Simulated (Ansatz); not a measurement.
beta tin (1 0 0) on 3C silicon carbide (0 0 1) (film strained to the substrate, started from cuts of the bulks and a machine-learned relaxation; slabs C12Si10 and Sn8, which can lie off the formulas)

A periodic stack without vacuum, beta tin (1 0 0) on 3C silicon carbide (0 0 1) (film strained to the substrate, started from cuts of the bulks and a machine-learned relaxation; slabs C12Si10 and Sn8, which can lie off the formulas): substrate slab C12Si10, film Sn8, surface cells [[-2, 0], [-1, -1]] and [[1, 0], [0, 1]], film strained by -4.0 and +4.4 %, outermost planes C/C and Sn/Sn as cut, which need not be the usual terminations and can put a slab off its formula.

The start was prepared with a machine-learned potential, and the result is one local minimum, with the in-plane cell held and forces under 0.04 eV/Å; the film can end far from its bulk form.

These are PBE (plane waves to 420 eV, PAW; Ansatz, a first-principles code) values and carry that method's errors. Spin–orbit coupling is left out; the runs are not spin-polarised. Its k-point mesh 5×10×1, Fermi–Dirac width 0.05 eV.

interface area: 19.2 Å²
period: 23.72 Å
heights between the nearest atoms of the two slabs at the two interfaces: 1.55 and 2.13 Å
C–Sn contacts across the interfaces within 1.22 times the sum of covalent radii: 6, mean 2.22 Å

```
Sn4C6Si5
1.0
    6.19226     0.00171    -0.16687
    0.00170     3.09566     0.09519
   -0.89955     0.47081    23.78043
C Si Sn
12 10 8
Direct
  0.50695   0.52966   0.14304
  0.00307   0.53574   0.12739
  0.35432   0.06659   0.04886
  0.61247   0.06645   0.04885
  0.55080   0.46126   0.31876
  0.05146   0.46027   0.32117
  0.27024   0.99666   0.22770
  0.78599   0.99673   0.22771
  0.59714   0.38958   0.50304
  0.09644   0.38975   0.50250
  0.32545   0.92481   0.41227
  0.82292   0.92487   0.41220
  0.51769   0.01299   0.18587
  0.01557   0.01624   0.17752
  0.71606   0.55053   0.08945
  0.27121   0.55067   0.08946
  0.56256   0.94301   0.36564
  0.06288   0.94243   0.36701
  0.79511   0.47870   0.27396
  0.28421   0.47870   0.27394
  0.83504   0.40664   0.45905
  0.33677   0.40655   0.45912
  0.64708   0.76613   0.70247
  0.14954   0.76637   0.70267
  0.11429   0.86423   0.56833
  0.61157   0.86410   0.56873
  0.71712   0.09730   0.95880
  0.20447   0.09846   0.95892
  0.17818   0.18110   0.82509
  0.67610   0.17889   0.82523
```
